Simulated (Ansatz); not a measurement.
Pressure series in TaP

Start from TaP (space group P-6m2, No. 187; a = 3.282 Å, c = 3.317 Å; a cell from a computed database, its experimental status unchecked).

Cell and atoms are relaxed at each pressure.

Computed with PBEsol in Ansatz (plane waves to 420 eV, PAW, no SOC).

```
pressure (GPa)  volume per atom (Å³/atom)
--------------  -------------------------
-2                                 15.620
-1                                 15.544
0                                  15.469
0.3                                15.447
0.7                                15.418
1.5                                15.361
3                                       ?
7.5                                14.962
10                                 14.810
```

**Question.** Fit the third-order Birch–Murnaghan form P(V) = (3B₀/2)[(V₀/V)^(7/3) − (V₀/V)^(5/3)]·[1 + (3/4)(B₀′ − 4)((V₀/V)^(2/3) − 1)] (squares taken in P) to the rows shown and predict the withheld row.

**Answer.** Least squares on the printed values gives V₀ = 15.469 Å³/atom, B₀ = 210 GPa, B₀′ = 4.1; this predicts 15.256 Å³/atom, and the run gives 15.257 Å³/atom, in agreement.

Load acts through the strain it causes; cell and atoms are relaxed under it. Stability against distortions was not tested. No other phases were tried under pressure. The final runs are not spin-polarised.

Ansatz is an electronic-structure program.
